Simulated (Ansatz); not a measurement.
Seebeck coefficient (μV/K, mean over directions) of p-type Mg₂Si (Fm-3m) against carrier density, HSE06, rigid bands in Ansatz (a quantum-chemistry and plane-wave program). Computed gap 0.56 eV; densities at which minority carriers matter at this gap, or further valleys turn the trend, are left out. Conductivity mass 0.37 mₑ (harmonic mean over directions), N_v = 6.4e19 cm⁻³ at 300 K.

| hole density | 300 K | 500 K |
|---|---|---|
| 1e18 cm⁻³ | 560 | 620 |
| 3e18 cm⁻³ | 465 | 526 |
| 1e19 cm⁻³ | 362 | 422 |
| 3e19 cm⁻³ | 270 | 329 |
| 1e20 cm⁻³ | [?] | 228 |
| 3e20 cm⁻³ | 98 | [?] |
| 1e21 cm⁻³ | 44 | 72 |

Some entries are withheld; supply them.


- 1e20 cm⁻³, 300 K: 173
- 3e20 cm⁻³, 500 K: 144

Rigid bands with a gap fixed in temperature, one relaxation time for all states, no polarons or phonon drag, and whether or not such doping can be reached. Spin-orbit coupling is left out; where it splits the top of the valence band, N_v and the p-type Seebeck coefficient come out somewhat high without it. Geometry: cell and atoms relaxed with PBEsol.
